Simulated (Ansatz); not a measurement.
Worked example: self-consistent single point of CdAu (P4mm, 2 atoms in the cell) in Ansatz (a quantum-chemistry and plane-wave program).

Computed with LDA (PW92), default PAW files made with PBE (plane waves; Ansatz).

The change in words: lattice scaled by 0.98; basis.ecutwfc: 420 eV → 1010 eV. Reference geometry:
```
CELL_PARAMETERS angstrom
      3.35088     0.00000     0.00000
      0.00000     3.35088     0.00000
      0.00000     0.00000     3.35088
ATOMIC_POSITIONS crystal
  Cd 0.00000 0.00000 0.01492
  Au 0.50000 0.50000 0.50000
```

Reference input (self-consistent single point, DFT, LDA (PW92), plane waves, default PAW files made with PBE): basis.ecutwfc = 420 eV; kpoints.mp_grid.grid = 10 10 10; hamiltonian.xc = lda; hamiltonian.pseudopotentials = {kind: paw} (the program's default PAW files); scf.occupations.method = fermi_dirac; scf.occupations.width = 0.1 eV. This run's input differs from it in these lines:

Ansatz 0.2 input:
```diff
@@ -3,5 +3,5 @@
   lattice:
-    - [3.350877, 0.000000, 0.000000]
-    - [0.000000, 3.350877, 0.000000]
-    - [0.000000, 0.000000, 3.350877]
+    - [3.283859, 0.000000, 0.000000]
+    - [0.000000, 3.283859, 0.000000]
+    - [0.000000, 0.000000, 3.283859]
   atoms:
@@ -10,3 +10,3 @@
 basis:
-  ecutwfc: 420.0 eV
+  ecutwfc: 1010.0 eV
 kpoints:
```

Log, with long lists cut:

```
SCF iter   1: F=—  HF=-20983.224750 eV  |F-HF|=—  |Δ(HF+E_count)|=         —  Δρ=8.86e-3  dr2=1.55e-2  ethr=1.77e-3  ⟨swp⟩=5.6  Hψ=11909  notcnv=0
all-band conjugate gradients solve this SCF's bands
preconditioner: auto → Kerker (q_TF=auto, 2.773 Å⁻¹)
SCF iter   2: F=—  HF=-20983.220896 eV  |F-HF|=—  |Δ(HF+E_count)|=   3.85e-3  Δρ=3.50e-3  dr2=1.85e-3  ethr=3.97e-5  ⟨swp⟩=2.3  Hψ=5782  notcnv=0  defer=3
SCF iter   3: F=—  HF=-20983.220439 eV  |F-HF|=—  |Δ(HF+E_count)|=   4.57e-4  Δρ=1.06e-3  dr2=1.39e-4  ethr=4.75e-6  ⟨swp⟩=2.0  Hψ=3668  notcnv=0  defer=3
SCF iter   4: F=—  HF=-20983.220430 eV  |F-HF|=—  |Δ(HF+E_count)|=   9.29e-6  Δρ=1.44e-4  dr2=8.63e-6  ethr=3.56e-7  ⟨swp⟩=2.5  Hψ=4384  notcnv=0  defer=3
SCF iter   5: F=—  HF=-20983.220422 eV  |F-HF|=—  |Δ(HF+E_count)|=   7.50e-6  Δρ=4.87e-5  dr2=8.83e-7  ethr=2.21e-8  ⟨swp⟩=2.2  Hψ=4078  notcnv=0  defer=3
SCF iter   6: F=-20983.220422 eV  HF=-20983.220422 eV  |F-HF|=3.63e-8  |Δ(HF+E_count)|=   2.61e-7  Δρ=1.41e-5  dr2=5.08e-8  ethr=2.56e-10  ⟨swp⟩=5.3  Hψ=12305  notcnv=0
SCF 1 converged in 6 iterations: F = -20983.220422 eV  dr2 = 5.08e-8
Free energy (F): -20983.220422 eV
Internal energy: -20983.204762 eV  (E = F + TS)
E sigma→0 (E₀):  -20983.212592 eV
Entropy (-TS):   -0.015660 eV (-7.830 meV/atom)
Fermi energy:    18.877593 eV
--- Forces (eV/Å), atoms counted from 1 ---
  atom   1  Cd    -0.00000000     0.00000000    -0.20756935
  atom   2  Au     0.00000000     0.00000000     0.20756601
--- Stress (GPa, compression-positive) ---
       -0.323705       0.000000       0.000000
        0.000000      -0.323705       0.000000
        0.000000       0.000000      -0.442174
  P = ⅓ Tr σ = -0.3632 GPa (-3.632 kbar)
  The stress holds the Pulay correction. Without it, at fixed plane waves, as pw.x and ABINIT print it: P = -0.3655 GPa
```

The run converged in 6 iterations. Against the reference run the free energy goes down by 28.8 meV/atom, the pressure goes from -7.04 to -0.36 GPa and the largest force goes from 0.142 to 0.208 eV/Å.

The starting cell comes from a database of computed structures (which also holds hypothetical and non-ambient phases and stackings), without a prior relaxation at this level. Its lattice was rescaled by up to half a per cent. One atom was moved a little off its site on purpose. For this run, on top of that: lattice scaled by 0.98. Ansatz's pressure includes its estimate of the finite-basis (Pulay) stress.
